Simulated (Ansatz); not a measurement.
The parent structure is PbI₂ in the 2H-MoS2 type structure (space group P6_3/mmc, No. 194; a = 4.398 Å, c = 14.845 Å; a hypothetical phase, not in the database extracts checked).

Method: PBE-D3(BJ) (Ansatz, a program for electronic structure), no SOC, earlier PAW set.

Base values:

| Property | Result |
|---|---|
| Lattice parameter a | 4.398 Å |

It is then changed as follows: a hydrostatic pressure of 0.7 GPa.

Problem. What happens to the valence-band top at Γ?

Solution. The valence-band top at Γ (three highest levels, from the VBM) amounts to 0.00, -0.42, -0.42 eV.

Problem. Estimate the effect on the lattice parameter a.

Solution. The lattice parameter a falls by 0.0574 Å to 4.340 Å.

With I and Pb present, leaving out spin-orbit coupling can change the band edges. The levels and masses belong to the bands next to the band gap. Load acts through the strain it causes; cell and atoms are relaxed under it. Whether these cells are dynamically stable was not tested.
